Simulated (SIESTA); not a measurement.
Band structure of HgS (F-43m, 2 atoms in the cell).

```xyz
2
Lattice="0.0000 2.9658 2.9658 2.9658 0.0000 2.9658 2.9658 2.9658 0.0000" Properties=species:S:1:pos:R:3 pbc="T T T"
Hg     0.0000     0.0000     0.0000
S      1.4829     1.4829     1.4829
```

Method of the run: GGA PBE, numerical atomic orbitals DZP, PseudoDojo PBE standard norm-conserving potentials (rewritten from UPF to PSML) in SIESTA.

Settings: XC.functional = GGA; XC.authors = PBE; potentials = PseudoDojo PBE standard; PAO.BasisSize = DZP; PAO.EnergyShift = 0.005 Ry; MeshCutoff = 350 Ry; kgrid.MonkhorstPack = 8 8 8; OccupationFunction = FD; ElectronicTemperature = 100 meV; MaxSCFIterations = 150; SCF.Mixer.Method = Broyden; SCF.Mixer.Weight = 0.25; SCF.Mixer.History = 8; SCF.DM.Tolerance = 1.0E-05.

The starting cell comes from a database of computed structures (which also holds hypothetical and non-ambient phases and stackings), without a prior relaxation at this level. Its lattice was rescaled by a random factor within 2.5 % of one. Spin-orbit coupling is off. Values carry the incompleteness of an atom-centred basis. The run gives no clean gap (levels at the Fermi energy touch, overlap or are partly filled at this smearing), which alone does not show that the compound is a metal.

Levels in eV from the Fermi level, bands 10 to 15:
```tsv
point	10	11	12	13	14	15
Γ	-6.59	-0.24	-0.23	-0.23	-0.23	6.12
X	-6.11	-4.78	-2.37	-2.37	3.43	4.50
W	-5.87	-4.97	-2.73	-2.44	4.01	6.60
K	-5.95	-4.95	-2.87	-1.96	3.60	5.79
L	-6.16	-5.32	-1.11	-1.11	1.93	7.02
U	-5.95	-4.95	-2.87	-1.96	3.60	5.79
```

Bands cross the Fermi level along this path, so the cell is metallic at this level.

Higher empty bands are left out: an atom-centred basis made for the valence describes them poorly.
